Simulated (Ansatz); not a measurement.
An Ansatz (a program for electronic structure) input (plane-wave PAW DFT at the r2SCAN level (Ansatz, 500 eV), without spin-orbit coupling):

Ansatz 0.2 input:
```yaml
crystal:
  lattice:
    - [4.3131907439, 0, 0]
    - [0, 4.3131907439, 0]
    - [0, 0, 12.5493914738]
  atoms:
    - { symbol: I, position: [0.5, 0, 0.3534711104] }
    - { symbol: I, position: [0, 0.5, 0.117861697] }
    - { symbol: I, position: [0.5, 0, 0.882138303] }
    - { symbol: I, position: [0, 0.5, 0.6465288896] }
    - { symbol: Cu, position: [0, 0, 0.7644625809] }
    - { symbol: Ag, position: [0.5, 0.5, 0.5] }
    - { symbol: Cu, position: [0, 0, 0.2355374191] }
    - { symbol: Cu, position: [0.5, 0.5, 0] }
basis: { ecutwfc: 500, ecutrho_ratio: 4, xc_grid: 4, fft_grid_basis: typed }
kpoints: { mp_grid: { grid: [8, 8, 3] } }
hamiltonian:
  xc: r2scan
  dispersion: none
  pseudopotentials: { kind: paw }
scf: { occupations: { method: fermi_dirac, width: 0.05 }, convergence: { dr2_threshold: 0.0000000008 } }
output: { forces: true, stress: true }
checkpoint: { write: state.ck, write_every: 1000 }
```

Q: Which symmetry and how many k-points will the program report, and about how many plane waves at Γ?

A: Space group P-4m2 (ITA 115) with 8 operations, k-points 30 of 192, and 5901 plane waves at Γ.

Each cell is one ordered arrangement of few atoms, which overstates ordering effects compared with a random alloy. No phonon test of stability was made. All final runs are without spin polarisation. The cell was made from CuI by this change: x(Ag) = 0.25, 8 atoms, P-4m2.
